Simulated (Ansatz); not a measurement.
# MgO under a change: biaxial strain −2.34 %, plane normal [110], relaxed out of plane

Take MgO in the rock salt structure (space group Fm-3m, No. 225; a = 4.2149 Å) as the base. Axes: x, y, z lie along the cube axes.

Perturbation: compressive biaxial strain of 2.34 % in the plane normal to [110], as in epitaxy on a mismatched substrate; the out-of-plane cell vector and the atoms relax.

Level of theory: PBEsol in Ansatz (plane waves to 420 eV, PAW, spin-orbit coupling left out), earlier PAW set. Γ-centred 13×13×13 mesh, Fermi–Dirac width 0.05 eV.

The space group goes from Fm-3m (No. 225) to Immm (No. 71) and the shortest interatomic distance falls by 0.049 Å, from 2.107 Å to 2.058 Å. The energy goes up by 13 meV/atom and the band gap grows by 0.20 eV, from 4.62 eV to 4.82 eV. The gap character is still direct at Γ and the valence-band top at Γ (three highest levels, from the VBM) goes from 0.00, 0.00, 0.00 eV to 0.00, -0.17, -0.25 eV. The out-of-plane strain amounts to +1.06 % and the ratio −ε⊥/ε∥ comes out as 0.45. The mean in-plane stress (compression positive) amounts to +9.6 GPa.

Stability against distortions was not tested. Labels are those of the standard path for the cell's own space group.

Ansatz is an electronic-structure program.
